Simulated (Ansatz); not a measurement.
For BiSe (Fm-3m, No. 225, 2 atoms in the cell; start mp-568844), LDA (Ansatz, a first-principles code, plane waves, PAW) gives:

```
Property                    Value
-------------------  ------------
lattice parameter a       6.017 Å
bulk modulus             67.0 GPa
cohesive energy      3.67 eV/atom
```

Problem. What does PBEsol (PAW; Ansatz) give for the same quantities?

Solution. 
- lattice constant a: 6.063 Å (goes up by 0.8 %)
- bulk modulus: 63.0 GPa (drops by 6.0 %)
- cohesive energy: 3.13 eV/atom (shrinks by 0.54 eV/atom)

Changes are worked out from the printed values.

Unless a cell is named, each level is at its own relaxed cell (LDA 27.23, PBEsol 27.86 Å³/atom).

Levels without +SOC leave out spin–orbit coupling, which shifts energies and cells of such heavy elements.

Caveats: the bulk modulus is −V dP/dV from two relaxed cells at ±2 % in volume (LDA, PBEsol); the relaxation could not lower the start's symmetry, so the cell can be a saddle point above a distorted one (LDA, PBEsol). Ansatz's density-functional and Hartree–Fock values are scalar-relativistic unless marked +SOC, with PAW data made under PBE.

A start named mp-… is a Materials Project structure, which need not be a measured phase.
